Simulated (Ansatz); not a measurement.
```yaml
crystal:
  lattice:
    - [1.57661, 0.91026, 5.99789]
    - [-1.57661, 0.91026, 5.99789]
    - [0.00000, -1.82051, 5.99789]
  atoms:
    - { symbol: Mo, position: [0.00002, 0.00002, 0.00002] }
    - { symbol: S, position: [0.75327, 0.75327, 0.75327] }
    - { symbol: S, position: [0.58000, 0.58000, 0.58000] }
```

No spin polarisation.

0.103 holes added to each cell, a density of 2.0×10^21 cm⁻³, with a uniform compensating background at fixed cell and a 300 K Fermi–Dirac width.

Method: Ansatz (a first-principles code) PBE-D3(BJ), no SOC, earlier PAW set. Settings: 22×22×22 k-points, 0.0259 eV Fermi–Dirac smearing.

### Question
Predict the gap between the host's bands, Fermi level from band edge and gap character.

### Answer
* **Gap between the host's bands**: 0.80 eV
* **Fermi level relative to the doped band's edge (positive inside the band; to 0.05 eV)**: +0.70 eV
* **Gap character**: indirect, T → k = (0, 0.182, -0.182) in the run's primitive reciprocal basis

Carriers are added with a uniform compensating background; total energy and stress of such cells depend on the potential's zero and are not compared; many-body gap narrowing is missing at this level. Stability against distortions was not tested. The cell was made from MoS2 in the 3R-MoS2 type structure (space group R3m, No. 160; layered, stacked along the Cartesian z axis) by this change: holes 2.0×10^21 cm⁻³.
